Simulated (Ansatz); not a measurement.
We consider SnO2 (Pa-3, No. 205, 12 atoms in the cell; start mp-697; a measured phase of this formula has another space group), described by r²SCAN+rVV10 (PAW; Ansatz, a first-principles code).

Run with plane-wave cutoff 500 eV, 8×8×8 k mesh, Fermi–Dirac smearing 0.05 eV, scalar-relativistic PAW data made under PBE.

Cell (relaxed at this level):

```cif
data_O8Sn4
_chemical_formula_sum 'Sn4 O8'
_space_group_name_H-M_alt 'P 1'
_space_group_IT_number 1
_cell_length_a 5.08890
_cell_length_b 5.08890
_cell_length_c 5.08890
_cell_angle_alpha 90.000
_cell_angle_beta 90.000
_cell_angle_gamma 90.000
loop_
_space_group_symop_operation_xyz
  'x, y, z'
loop_
_atom_site_label
_atom_site_type_symbol
_atom_site_fract_x
_atom_site_fract_y
_atom_site_fract_z
_atom_site_occupancy
Sn1 Sn 0.00000 0.50000 0.50000 1
Sn2 Sn 0.50000 0.50000 0.00000 1
Sn3 Sn 0.50000 0.00000 0.50000 1
Sn4 Sn 0.00000 0.00000 0.00000 1
O1 O 0.34009 0.15991 0.84009 1
O2 O 0.65991 0.84009 0.15991 1
O3 O 0.15991 0.84009 0.34009 1
O4 O 0.84009 0.15991 0.65991 1
O5 O 0.84009 0.34009 0.15991 1
O6 O 0.15991 0.65991 0.84009 1
O7 O 0.65991 0.65991 0.65991 1
O8 O 0.34009 0.34009 0.34009 1
```

Q: Predict the band gap.

A: 
* **band gap**: 1.65 eV (on the SCF k mesh)

Note: the relaxation could not lower the start's symmetry, so the cell can be a saddle point above a distorted one.

Spin–orbit coupling is not included.

Static lattice: no zero-point or thermal effects.

The result took about 4 core-minutes (a rough figure).

A start named mp-… is a Materials Project structure, which need not be a measured phase.
